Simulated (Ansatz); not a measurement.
The starting structures come from a database of crystals and need not be the phases stable at ambient conditions.

 Where the default PAW files enter, the runs use the earlier of Ansatz's two default sets.

Tunnelling through a barrier is set by its complex band structure: the current falls as exp(−2κd) with the smallest κ.

Input:

```
CELL_PARAMETERS angstrom
      6.87585     0.00000     0.00000
      0.00000     7.01170     0.00000
      0.00000     0.00000     7.01261
ATOMIC_POSITIONS crystal
  Si 0.24931 0.25641 0.69514
  Si 0.25069 0.74359 0.19514
  Si 0.74931 0.24359 0.30486
  Si 0.75069 0.75641 0.80486
  Si 0.99234 0.44492 0.99558
  Si 0.50766 0.55508 0.49558
  Si 0.49234 0.05508 0.00442
  Si 0.00766 0.94492 0.50442
  O  0.94132 0.81996 0.68630
  O  0.55868 0.18004 0.18630
  O  0.44132 0.68004 0.31370
  O  0.05868 0.31996 0.81370
  O  0.42465 0.19625 0.83568
  O  0.07535 0.80375 0.33568
  O  0.92465 0.30375 0.16432
  O  0.57535 0.69625 0.66432
  O  0.31033 0.92086 0.06047
  O  0.18967 0.07914 0.56047
  O  0.81033 0.57914 0.93953
  O  0.68967 0.42086 0.43953
  O  0.82312 0.06966 0.43622
  O  0.67688 0.93034 0.93622
  O  0.32312 0.43034 0.56378
  O  0.17688 0.56966 0.06378
```

Space group of this cell: P2_12_12_1. The cell is taken as given.

Transport runs along the normal of the first two printed cell vectors.

The gap is the functional's own, uncorrected, and κ follows it; spin-orbit coupling is left out. Mid-gap values are interpolated between the computed energies.

Q: Predict the band gap and the smallest decay constant κ at mid-gap from r2SCAN (Ansatz, an electronic-structure program).

A: Gap 6.38 eV on a 6×4×4 mesh; κ = 0.535 1/Å, at the zone centre.
